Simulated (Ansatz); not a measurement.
Input and output of a self-consistent single point for TiCr2Se4 (Cm, 7 atoms in the cell) (Ansatz, a first-principles code).

Method: PBEsol, default PAW files made with PBE (plane waves; Ansatz).

```
CELL_PARAMETERS angstrom
      6.78757    -1.82562     0.00000
      6.78757     1.82562     0.00000
     -2.86563     0.00000     5.76060
ATOMIC_POSITIONS crystal
  Ti 0.75591 0.75591 0.78785
  Cr 0.24184 0.24184 0.21664
  Cr 0.50150 0.50150 0.50178
  Se 0.13474 0.13474 0.47018
  Se 0.86580 0.86580 0.52175
  Se 0.61835 0.61835 0.95129
  Se 0.38186 0.38186 0.05051
```
Moments meant for the start (each program seeds them in its own way; μB, in the order of the atoms Ti Cr Cr Se Se Se Se): 0.0 3.0 3.0 0.0 0.0 0.0 0.0.

Reference input (self-consistent single point, DFT, PBEsol, plane waves, default PAW files made with PBE): basis.ecutwfc = 30.9 Ry; kpoints.mp_grid.grid = 7 7 4; hamiltonian.xc = pbesol; hamiltonian.pseudopotentials = {kind: paw} (the program's default PAW files); magnetization.spin_polarized = true; scf.occupations.method = cold; scf.occupations.width = 0.0073 Ry. This run's input differs from it in these lines:

```diff
@@ -25,2 +25,3 @@
   occupations: { method: cold, width: 0.0073 Ry }
+  convergence: { dr2_threshold: 1.0e-02 eV }
 output:
```

Log, with long lists cut:

```
SCF iter   1: F=—  HF=-30878.920002 eV  |F-HF|=—  |Δ(HF+E_count)|=         —  Δρ=7.94e-2 (↑7.94e-2 ↓7.43e-2)  dr2=7.71e1  dr2_m=3.75e-1  M=5.516 μB ∫|m|=6.628 μB  β_m=0.30  ethr=3.10e-3  ⟨swp⟩=5.8  Hψ=25915  notcnv=0
Mixer restart at iter 1: flushing history
all-band conjugate gradients solve this SCF's bands
preconditioner: auto → Kerker (q_TF=auto, 2.588 Å⁻¹)
spin=Collinear: Kerker preconditioning applied to the charge; magnetization (m = ρ↑ − ρ↓) channel mixes plain (no charge-response kernel on spin).
   [... lines left out ...]
SCF iter  22: F=—  HF=-30873.694499 eV  |F-HF|=—  |Δ(HF+E_count)|=         —  Δρ=6.26e-4 (↑6.26e-4 ↓5.71e-4)  dr2=5.64e-4  dr2_m=3.79e-4  M=7.280 μB ∫|m|=7.988 μB  β_m=0.64  ethr=9.04e-8  ⟨swp⟩=2.0  Hψ=14133  notcnv=0  defer=274
Mixer restart at iter 22: flushing history
iteration 22: the input's own smearing fills from here on; a Gaussian of 0.0993215597978562 eV has filled iterations ahead of it
SCF iter  23: F=-30873.692277 eV  HF=-30873.694780 eV  |F-HF|=2.50e-3  |Δ(HF+E_count)|=   2.81e-4  S|Δr|=    0.00e0  Δρ=1.03e-3 (↑1.03e-3 ↓2.94e-4)  dr2=2.73e-3  dr2_m=3.57e-4  M=7.285 μB ∫|m|=7.999 μB  ethr=9.04e-8  ⟨swp⟩=6.7  Hψ=31087  notcnv=0
SCF 1 converged in 23 iterations: F = -30873.692277 eV  dr2 = 2.73e-3
solved again in the potential of the output density, not every published eigenvalue holds within its bar …
Stability not checked (fill_not_monotonic)
Magnetization: 7.2846 μB (55.6423 up, 48.3577 down)
Absolute magnetization: 7.9797 μB (∫|ρ↑−ρ↓|, with the PAW one-centre terms)
Spin contamination: 0.2379 ħ² per cell (⟨S²⟩ above its minimum at these occupations)
   [... lines left out ...]
Free energy (F): -30873.692277 eV
Fermi energy:    10.792852 eV
   [... lines left out ...]
  atom   7  Se    -0.22071877     0.00000000    -0.02133883
--- Stress (GPa, compression-positive) ---
       -5.646627       0.000000      -0.121757
        0.000000      -5.626510       0.000000
       -0.121790       0.000000      -5.616545
  P = ⅓ Tr σ = -5.6299 GPa (-56.299 kbar)
  The stress holds the Pulay correction. Without it, at fixed plane waves, as pw.x and ABINIT print it: P = -5.6546 GPa
```

The run converged in 23 iterations. Against the reference run the free energy stays essentially unchanged (within 1 meV/atom), the pressure goes from -5.46 to -5.63 GPa, the largest force hardly changes (0.220 to 0.222 eV/Å) and the size of the net moment hardly changes (1.06 to 1.04 μB/atom).

The starting cell comes from a database of computed structures (which also holds hypothetical and non-ambient phases and stackings), without a prior relaxation at this level. Its lattice was rescaled by a random factor within 2.5 % of one. The magnetic order is the one reached from the typed start; others were not searched systematically. With a pressure of about -6 GPa the cell is away from its equilibrium volume at this level. Ansatz's pressure includes its estimate of the finite-basis (Pulay) stress.

Cost on one core of a shared machine: roughly 5 min.

Keys are those of Ansatz 0.2.
